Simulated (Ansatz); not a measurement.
# ZnO (model structure, started from the litharge type, P4/nmm, No. 129, 4 atoms in the cell)

Level of theory: LDA (Ansatz, a program for electronic structure, PAW).

Settings: plane-wave cutoff 520 eV, 18×18×14 k mesh (along the axes of the cell as run), Fermi–Dirac smearing 0.05 eV, scalar-relativistic PAW data made under PBE.

Cell (relaxed at this level):

```xyz
4
Lattice="3.9105 0.0000 0.0000 0.0000 3.9105 0.0000 0.0000 0.0000 3.4139" Properties=species:S:1:pos:R:3 pbc="T T T"
Zn     1.9552     0.0000     0.2117
Zn     0.0000     1.9552     3.2022
O      0.0000     0.0000     0.0000
O      1.9552     1.9552     0.0000
```

```
Property  Value
--------  -----
band gap   none
```

Note: the relaxation could raise the start's symmetry but not lower it, so the cell can be a saddle point.

The result took roughly 7 core-minutes.

A model structure was made by putting elements into a prototype or built by hand; it is no filed structure, need not be a known phase, and can be a saddle point held by its symmetry.
